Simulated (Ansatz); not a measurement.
Results of LDA (plane waves, PAW; Ansatz, a quantum-chemistry and plane-wave program) for CsNO₃ (Pmmn, No. 59, 10 atoms in the cell; start mp-22628).

Numerical settings: plane-wave cutoff 500 eV, 8×8×8 k mesh, gaussian smearing 0.02 eV, scalar-relativistic PAW data made under PBE.

Cell (relaxed at this level):

```cif
data_Cs2N2O6
_chemical_formula_sum 'Cs2 N2 O6'
_space_group_name_H-M_alt 'P 1'
_space_group_IT_number 1
_cell_length_a 5.27104
_cell_length_b 5.94617
_cell_length_c 4.95817
_cell_angle_alpha 90.000
_cell_angle_beta 90.000
_cell_angle_gamma 90.000
loop_
_space_group_symop_operation_xyz
  'x, y, z'
loop_
_atom_site_label
_atom_site_type_symbol
_atom_site_fract_x
_atom_site_fract_y
_atom_site_fract_z
_atom_site_occupancy
Cs1 Cs 0.50000 0.00000 0.59481 1
Cs2 Cs 0.00000 0.50000 0.40519 1
N1 N 0.00000 0.00000 0.01024 1
N2 N 0.50000 0.50000 0.98976 1
O1 O 0.50000 0.68153 0.11560 1
O2 O 0.50000 0.31847 0.11560 1
O3 O 0.00000 0.81847 0.88440 1
O4 O 0.00000 0.18153 0.88440 1
O5 O 0.50000 0.50000 0.73783 1
O6 O 0.00000 0.00000 0.26217 1
```

**Question.** Give the computed band gap.

**Answer.** 
* **band gap**: 3.11 eV (on the SCF k mesh)

Note: the relaxation could not lower the start's symmetry, so the cell can be a saddle point above a distorted one.

Spin–orbit coupling is not included.

A start named mp-… is a Materials Project structure, which need not be a measured phase.
